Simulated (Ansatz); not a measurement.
GaP (model structure, started from the WC type, P-6m2, No. 187, 2 atoms in the cell): properties by level of theory

```csv
level (code),lattice constant a (Å),lattice parameter c (Å),cohesive energy (eV/atom)
PBE (Ansatz),3.630,3.138,2.94
PBEsol (Ansatz),3.539,3.139,___
PBE-D3(BJ) (Ansatz),3.540,3.141,3.30
r²SCAN (Ansatz),3.602,3.108,2.97
r²SCAN+rVV10 (Ansatz),___,3.110,___
```

Some entries are withheld; supply them.


- PBEsol (Ansatz, an electronic-structure program), cohesive energy (eV/atom): 3.41
- r²SCAN+rVV10 (Ansatz), lattice constant a (Å): 3.582
- r²SCAN+rVV10 (Ansatz), cohesive energy (eV/atom): 3.16

Ansatz's density-functional and Hartree–Fock values are scalar-relativistic unless marked +SOC, with PAW data made under PBE.

Free atoms are spin-polarised, in the lowest state found; at levels without +SOC their spin–orbit coupling is left out.

Computed values are for the static lattice.

A model structure was made by putting elements into a prototype or built by hand; it is no filed structure, need not be a known phase, and can be a saddle point held by its symmetry.
